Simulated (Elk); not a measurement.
Worked example: self-consistent single point of AlAs (F-43m, 2 atoms in the cell) in Elk

Level of theory: Elk with PBE, all-electron FP-LAPW, Elk's shipped species files, APW+lo basis with extra local orbitals.

Input:

```
tasks
  0

xctype
  20

tforce
  .true.

rgkmax
  8.0

gmaxvr
  18.0

lmaxapw
  10

lmaxo
  8

nxlo
  2

lorbcnd
  .true.

lradstp
  2

nrmtscf
  2.0

lmaxi
  4

stype
  0

swidth
  0.0001

maxscl
  100

scale
  7.555400549

avec
    0.0000000000    0.7071067812    0.7071067812
    0.7071067812    0.0000000000    0.7071067812
    0.7071067812    0.7071067812    0.0000000000

sppath
  'species/'

atoms
  2
  'Al.in'
  1
  0.0000000000  0.0000000000  0.0000000000    0.0 0.0 0.0
  'As.in'
  1
  0.7500000000  0.7500000000  0.7500000000    0.0 0.0 0.0

ngridk
  10 10 10
```

The program printed (abridged):

```
│ Elk code version 10.2.4 │

All units are atomic (Hartree, Bohr, etc.)

│ Ground-state run starting from atomic densities │

Lattice vectors :
   0.000000000       5.342474963       5.342474963
   5.342474963       0.000000000       5.342474963
   5.342474963       5.342474963       0.000000000

Unit cell volume      :    304.9702546
Brillouin zone volume :   0.8133587119

Muffin-tin inner radius fraction :   0.1000000000E-01

Nuclei treated as point charges

Species :    1 (Al)
 parameters loaded from : Al.in
 name : aluminium
 nuclear charge    :   -13.00000000
 electronic charge :    13.00000000
 atomic mass :    49184.33492
 muffin-tin radius :    2.188865626
 number of radial points in muffin-tin :    799
 atomic positions (lattice), magnetic fields (Cartesian) :
   1 :   0.00000000  0.00000000  0.00000000    0.00000000  0.00000000  0.00000000

Species :    2 (As)
 parameters loaded from : As.in
 name : arsenic
 nuclear charge    :   -33.00000000
 electronic charge :    33.00000000
 atomic mass :    136573.7219
 muffin-tin radius :    2.387853411
 number of radial points in muffin-tin :    999
 atomic positions (lattice), magnetic fields (Cartesian) :
   1 :   0.75000000  0.75000000  0.75000000    0.00000000  0.00000000  0.00000000

Total number of atoms per unit cell :    2

Spin treatment :
 spin-unpolarised

Number of Bravais lattice symmetries :   48
Number of crystal symmetries         :   24
Crystal has no inversion symmetry
Complex Hermitian eigensolver will be used

k-point grid :     10    10    10
k-point offset :    0.000000000       0.000000000       0.000000000
k-point set is reduced with full crystal symmetry group
Total number of k-points :       73

Muffin-tin radius times maximum |G+k| :    8.000000000
 using average radius
Maximum |G+k| for APW functions       :    3.495954170
Maximum (1/2)|G+k|²                   :    6.110847778
Maximum |G| for potential and density :    18.00000000
 potential will be trimmed for |G| > 2 gkmax
Constant for pseudocharge density :   11
Radial integration step length :    2

G-vector grid sizes :     45    45    45
Number of G-vectors :    30155

Maximum angular momentum used for
 APW functions                      :   10
 outer part of muffin-tin           :    8
 inner part of muffin-tin           :    4

Total nuclear charge    :   -46.00000000
Total core charge       :    22.00000000
Total valence charge    :    24.00000000
Total excess charge     :    0.000000000
Total electronic charge :    46.00000000

Effective Wigner radius, rₛ :    1.165387477

Number of empty states         :    8
Total number of valence states :   20
Total number of core states    :   22

Conduction state local-orbitals added automatically
Total number of local-orbitals :  212

Exchange-correlation functional :     20     0     0
 Perdew-Burke-Ernzerhof, Phys. Rev. Lett. 77, 3865 (1996)
 gradient requirement :    1
 generalised gradient approximation (GGA)

Smearing type :    0
 Gaussian
Smearing width :   0.1000000000E-03
Effective electronic temperature (K) :    31.57750248

Mixing type :    3
 Broyden mixing, J. Phys. A: Math. Gen. 17, L317 (1984)

Kohn-Sham potential initialised from atomic data

│ Self-consistent loop started │
│ Loop number : 1 │
 total energy                :     -2510.18879961
│ Loop number : 2 │
 total energy                :     -2510.10957872
RMS change in Kohn-Sham potential (target) :   0.3874952716     (  0.1000000000E-05)
Absolute change in total energy (target)   :   0.7922089174E-01 (  0.1000000000E-03)
│ Loop number : 3 │
 total energy                :     -2508.02925121
RMS change in Kohn-Sham potential (target) :   0.2555347942     (  0.1000000000E-05)
Absolute change in total energy (target)   :    2.100132735     (  0.1000000000E-03)
│ Loop number : 4 │
 total energy                :     -2505.60221268
RMS change in Kohn-Sham potential (target) :   0.1024595233     (  0.1000000000E-05)
Absolute change in total energy (target)   :    2.952071713     (  0.1000000000E-03)
│ Loop number : 5 │
 total energy                :     -2504.46831829
RMS change in Kohn-Sham potential (target) :   0.3067936907E-01 (  0.1000000000E-05)
Absolute change in total energy (target)   :    1.871912318     (  0.1000000000E-03)
│ Loop number : 6 │
 total energy                :     -2504.10334716
RMS change in Kohn-Sham potential (target) :   0.7393213273E-02 (  0.1000000000E-05)
Absolute change in total energy (target)   :   0.8329492085     (  0.1000000000E-03)
│ Loop number : 7 │
 total energy                :     -2503.99052736
RMS change in Kohn-Sham potential (target) :   0.7019585746E-03 (  0.1000000000E-05)
Absolute change in total energy (target)   :   0.3210571065     (  0.1000000000E-03)
│ Loop number : 8 │
 total energy                :     -2503.99008675
RMS change in Kohn-Sham potential (target) :   0.2527424740E-03 (  0.1000000000E-05)
Absolute change in total energy (target)   :   0.8070488641E-01 (  0.1000000000E-03)
│ Loop number : 9 │
 total energy                :     -2503.98860777
RMS change in Kohn-Sham potential (target) :   0.2818665162E-04 (  0.1000000000E-05)
Absolute change in total energy (target)   :   0.2165519890E-01 (  0.1000000000E-03)
│ Loop number : 10 │
 total energy                :     -2503.98763365
RMS change in Kohn-Sham potential (target) :   0.1372502045E-04 (  0.1000000000E-05)
Absolute change in total energy (target)   :   0.6387922720E-02 (  0.1000000000E-03)
│ Loop number : 11 │
 total energy                :     -2503.98678763
RMS change in Kohn-Sham potential (target) :   0.3110763425E-05 (  0.1000000000E-05)
Absolute change in total energy (target)   :   0.2442995801E-02 (  0.1000000000E-03)
│ Loop number : 12 │
 total energy                :     -2503.98672855
RMS change in Kohn-Sham potential (target) :   0.7511367668E-06 (  0.1000000000E-05)
Absolute change in total energy (target)   :   0.6698302354E-03 (  0.1000000000E-03)
│ Loop number : 13 │
 total energy                :     -2503.98669775
RMS change in Kohn-Sham potential (target) :   0.1949646636E-06 (  0.1000000000E-05)
Absolute change in total energy (target)   :   0.1982591129E-03 (  0.1000000000E-03)
│ Loop number : 14 │
 total energy                :     -2503.98668483
RMS change in Kohn-Sham potential (target) :   0.5336843813E-07 (  0.1000000000E-05)
Absolute change in total energy (target)   :   0.6247989359E-04 (  0.1000000000E-03)
Convergence targets achieved

│ Loop number : 15 │

Energies :
 Fermi                       :     0.168011759777
 sum of eigenvalues          :     -1435.74186594
 electron kinetic            :      2555.29279779
 core electron kinetic       :      2311.00688031
 Coulomb                     :     -4956.72333607
 Coulomb potential           :     -3857.82100536
 nuclear-nuclear             :     -259.779993650
 electron-nuclear            :     -5536.06567948
 Hartree                     :      839.122337061
 Madelung                    :     -3027.81283339
 xc potential                :     -133.213658377
 exchange                    :     -100.447832163
 correlation                 :     -2.10831481591
 total energy                :     -2503.98668526

Density of states at Fermi energy :   0.8022321308E-05
 (states/Hartree/unit cell)

Estimated indirect band gap :   0.5279634932E-01
 from k-point      1 to k-point     41
Estimated direct band gap   :   0.7657156036E-01
 at k-point      1

Charges :
 core                        :    22.00000000
 valence                     :    24.00000000
 interstitial                :    3.115102621
 muffin-tins (core leakage)
  species :    1 (Al)
   atom    1                 :    11.21913751     (  0.4982505600E-03)
  species :    2 (As)
   atom    1                 :    31.66575987     (  0.1564851343E-03)
 total in muffin-tins        :    42.88489738
 total calculated charge     :    45.99929794
 total charge                :    46.00000000
 error                       :   0.7020565457E-03

│ Self-consistent loop stopped │

Forces :
 species :    1 (Al)
  atom :    1
   Hellmann-Feynman          :     0.00000000    0.00000000    0.00000000
   IBS                       :    -0.00000000   -0.00000000    0.00000000
   total force               :     0.00000000    0.00000000    0.00000000
   total magnitude           :     0.00000000
 species :    2 (As)
  atom :    1
   Hellmann-Feynman          :     0.00000000    0.00000000   -0.00000000
   IBS                       :    -0.00000000   -0.00000000    0.00000000
   total force               :    -0.00000000   -0.00000000   -0.00000000
   total magnitude           :     0.00000000
```

The run converged in 15 iterations. The count includes the last loop, which Elk runs after its targets are met.

The starting cell comes from a database of computed structures (which also holds hypothetical and non-ambient phases and stackings), without a prior relaxation at this level. Its lattice was rescaled by a random factor within 2.5 % of one. Values depend on the basis (sphere radii, cutoffs, local orbitals), which need not be converged.
